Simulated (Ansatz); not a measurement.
Base system: PtSe2 in the 2H-MoS2 type structure (space group P6_3/mmc, No. 194; a = 3.591 Å, c = 11.248 Å; a hypothetical phase, not in the database extracts checked; layered, stacked along the Cartesian z axis).

Level of theory: Ansatz (a program for electronic structure) r2SCAN+rVV10, no spin-orbit coupling, earlier PAW set.

Before the change:

| Item | Value |
|---|---|
| Lattice parameter a | 3.591 Å |
| c/a ratio | 3.133 |

Perturbation: cell and atoms relaxed at a pressure of 30 GPa.

Question: How does this affect the lattice parameter a and c/a ratio?

Answer: The lattice parameter a shrinks by 0.3041 Å, from 3.591 Å to 3.286 Å; the c/a ratio goes up by 0.013 to 3.146.

Load acts through the strain it causes; cell and atoms are relaxed under it. Stability against distortions was not tested. Competing high-pressure phases were not computed. The final runs are not spin-polarised. PtSe2 has a high density of states at the Fermi level and may be magnetic at this level.
